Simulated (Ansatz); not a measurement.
Base system: Pd in the fcc (Cu type) structure (space group Fm-3m, No. 225; a = 3.8757 Å). Axes: x, y, z lie along the cube axes.

Level of theory: PBEsol in Ansatz (plane waves to 420 eV, PAW, scalar-relativistic without spin-orbit coupling).

Strains are applied to the cell and any free atomic positions relax; under biaxial strain the out-of-plane vector relaxes too.

One change was made to it. Results:

| quantity | base | after |
|---|---|---|
| energy relative to the base (free energy F) | 0 meV/atom | +1.5 meV/atom |
| pressure (mean of the normal stresses, compression positive) | 0.0 GPa | -2.3 GPa |

Task: Which of these changes matches the shifts?
A. uniaxial strain ε_yy = +1.16 %
B. biaxial strain +4.20 %, plane normal [110], relaxed out of plane
C. biaxial strain −0.80 %, plane normal [110], relaxed out of plane
D. biaxial strain +2.31 %, plane normal [111], relaxed out of plane

Result: A, uniaxial strain ε_yy = +1.16 %. For comparison, the pressure in the other runs: biaxial strain +2.31 %, plane normal [111], relaxed out of plane gives -4.1 GPa; biaxial strain +4.20 %, plane normal [110], relaxed out of plane gives -7.7 GPa; biaxial strain −0.80 %, plane normal [110], relaxed out of plane gives 1.4 GPa.

A biaxial case was relaxed in a doubled cell and then solved in the primitive one. Without a gap, meshes like the base's 21×21×21 leave anisotropic stresses uncertain by several tenths of a GPa, and small strain energies with them. Whether these cells are dynamically stable was not tested. All final runs are without spin polarisation. Pd lies near a magnetic instability that expansion can trigger; it was not tested.

Ansatz is a quantum-chemistry and plane-wave program.
